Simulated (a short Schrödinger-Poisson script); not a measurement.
# Gated Al0.4Ga0.6N/GaN polarisation-induced gas

System: gated Al0.4Ga0.6N/GaN polarisation-induced gas, at 77 K.

| layer | material | thickness (nm) | Na (cm⁻³) |
|---|---|---|---|
| 1 | Al0.4Ga0.6N | 25 | - |
| 2 | GaN | 6000 | 9e15 |

The device is made up for the run: typed textbook-type constants, with dimensions and the other settings drawn at random. Al0.4Ga0.6N: permittivity 9.26, conduction-band edge (eV) 0.58, gap (eV) 4.258, electron mass (mₑ) 0.248, Nv at 300 K (cm⁻³) 4.6e19. GaN: permittivity 9.5, conduction-band edge (eV) 0, gap (eV) 3.43, Nv at 300 K (cm⁻³) 4.6e19.

Channel valleys (confinement mass, in-plane density-of-states mass, number): Γ 0.2, 0.2, 1. At the gate the conduction-band edge of layer 1 lies 1.36 eV − eVg above the Fermi level of the channel; the field vanishes at the back. Sheet of polarisation charge: +2e13 e/cm² at 25 nm from the gate. The barrier under the gate holds no holes. Gaps are held at their typed values at every temperature. Mesh 0.08 nm at interfaces.

Solved with a short Schrödinger-Poisson script written for these runs: 1D Poisson equation in equilibrium, electrons quantum, Hartree (BenDaniel-Duke, 40 states a valley, the channel's in-plane mass for all, wave functions free to enter the barrier), parabolic valleys, classical holes, full ionisation, no traps, pinning or gate leakage.

| Vg (V) | electrons (cm⁻²) | in the channel layer | C (μF/cm²) | Γ E0 (meV) | Γ E1 (meV) |
|---|---|---|---|---|---|
| 0.5 | 1.78e13 | 1.61e13 | 0.319 | -190.1 | -22.6 |
| -0.1 | 1.66e13 | 1.52e13 | 0.318 | -178.9 | -19.3 |
| -0.7 | 1.54e13 | 1.42e13 | 0.317 | -167.6 | -16.2 |
| -1.3 | 1.42e13 | 1.32e13 | 0.316 | -156.2 | -13.1 |
| -1.9 | 1.30e13 | 1.22e13 | 0.316 | -144.6 | -10.1 |
| -2.5 | 1.19e13 | 1.12e13 | 0.315 | -132.9 | -7.0 |
| -3.1 | 1.07e13 | 1.02e13 | 0.314 | -121.0 | -3.7 |
| -3.7 | 9.50e12 | 9.09e12 | 0.313 | -109.0 | -0.2 |
| -4.3 | 8.33e12 | 8.02e12 | 0.312 | -96.7 | 3.8 |
| -4.9 | 7.16e12 | 6.93e12 | 0.311 | -84.1 | 8.6 |
| -5.5 | 5.99e12 | 5.83e12 | 0.310 | -71.1 | 14.6 |
| -6.1 | 4.84e12 | 4.73e12 | 0.309 | -57.6 | 21.8 |
| -6.7 | 3.68e12 | 3.62e12 | 0.307 | -44.0 | 29.5 |
| -7.3 | 2.54e12 | 2.50e12 | 0.305 | -30.3 | 36.9 |
| -7.9 | 1.40e12 | 1.39e12 | 0.301 | -16.2 | 43.9 |
| -8.5 | 2.92e11 | 2.91e11 | 0.287 | 2.4 | 54.1 |

Gate voltages with under 1e6 electrons/cm² are left out.

Subbands count from the Fermi level.
